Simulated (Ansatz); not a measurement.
Band structure of FeNi3 (Pm-3m, 4 atoms in the cell).

```
CELL_PARAMETERS angstrom
      3.56869     0.00000     0.00000
      0.00000     3.56869     0.00000
      0.00000     0.00000     3.56869
ATOMIC_POSITIONS crystal
  Fe 0.00000 0.00000 0.00000
  Ni 0.00000 0.50000 0.50000
  Ni 0.50000 0.00000 0.50000
  Ni 0.50000 0.50000 0.00000
```
Moments meant for the start (each program seeds them in its own way; μB, in the order of the atoms Fe Ni Ni Ni): 4.0 2.0 2.0 2.0.

Method of the run: PBE (plane waves, PAW; Ansatz, a program for electronic structure).

Settings: kpoints.mp_grid.grid = 9 9 9; hamiltonian.xc = pbe; hamiltonian.pseudopotentials = {kind: paw} (the program's default PAW files); magnetization.spin_polarized = true; scf.occupations.method = fermi_dirac; scf.occupations.width = 0.136 eV; kpoints.band_path.npoints = 8.

The starting cell comes from a database of computed structures (which also holds hypothetical and non-ambient phases and stackings), without a prior relaxation at this level. Its lattice was rescaled by a random factor within 2.5 % of one. The magnetic order is the one reached from the typed start; others were not searched systematically.

Levels in eV from the Fermi level, bands 34 to 41 of the first spin channel:
| point | 34 | 35 | 36 | 37 | 38 | 39 | 40 | 41 |
|---|---|---|---|---|---|---|---|---|
| Γ | -0.70 | -0.63 | -0.63 | -0.63 | 2.15 | 2.15 | 2.15 | 8.61 |
| X | -1.53 | -1.40 | -1.04 | -0.70 | -0.63 | 7.31 | 7.31 | 7.36 |
| M | -1.68 | -1.50 | -1.46 | 0.68 | 0.68 | 0.73 | 0.75 | 10.91 |
| R | -0.80 | -0.80 | -0.80 | -0.55 | -0.55 | -0.55 | -0.42 | 5.24 |

Bands cross the Fermi level along this path, so the cell is metallic at this level.

The net moment of the cell came out as 4.79 μB.

Keys are those of Ansatz 0.2.
